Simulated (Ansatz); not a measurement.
For CsCl-type GaNi, PBEsol (PAW; Ansatz, an electronic-structure program) gives:

- lattice constant a: 2.873 Å
- bulk modulus: 177 GPa
- cohesive energy: 4.68 eV/atom

Problem. What does r²SCAN (PAW; Ansatz) give for the same quantities?

Solution. 
- lattice constant a: 2.879 Å (grows by 0.2 %)
- bulk modulus: 176 GPa (hardly moves)
- cohesive energy: 4.10 eV/atom (falls by 0.58 eV/atom)

For comparison: lattice constant a 2.886 Å (measured, temperature not stated, copied from a table, unchecked, no zero-point or thermal correction; as tabulated in Journal of Applied Physics 66, 2122 (1989)).

Changes are worked out from the printed values.

Unless a cell is named, each level is at its own relaxed cell (PBEsol 11.86, r²SCAN 11.93 Å³/atom).

The crystal itself was run without spin with PBEsol, r²SCAN; a magnetic state was not tried in these runs.

Caveats: the bulk modulus is −V dP/dV from two relaxed cells at ±2 % in volume (PBEsol, r²SCAN). Ansatz's density-functional and Hartree–Fock values are scalar-relativistic unless marked +SOC, with PAW data made under PBE.
